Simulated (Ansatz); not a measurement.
The starting structures come from a database of crystals and need not be the phases stable at ambient conditions.

 Where the default PAW files enter, the runs use the earlier of Ansatz's two default sets.

Data:

```
AgCl
1.0
    3.92688     0.00000     0.00000
    0.00000     4.00305     0.00000
    0.54915     0.00000     5.57243
Ag Cl
2 2
Direct
  0.81598   0.75000   0.21808
  0.18402   0.25000   0.78192
  0.29234   0.25000   0.26256
  0.70766   0.75000   0.73744
```

Space group of this cell: P2_1/m. The cell is taken as given; by r2SCAN its mean pressure is -1.9 GPa.

Transport runs along the normal of the first two printed cell vectors.

The gap is the functional's own, uncorrected, and κ follows it; spin-orbit coupling is left out. Mid-gap values are interpolated between the computed energies.

Q: Give the band gap and the smallest decay constant κ at mid-gap that Ansatz (a program for electronic structure) with r2SCAN yields.

A: Gap 1.39 eV on a 8×8×6 mesh; κ = 0.222 1/Å, at the zone centre.
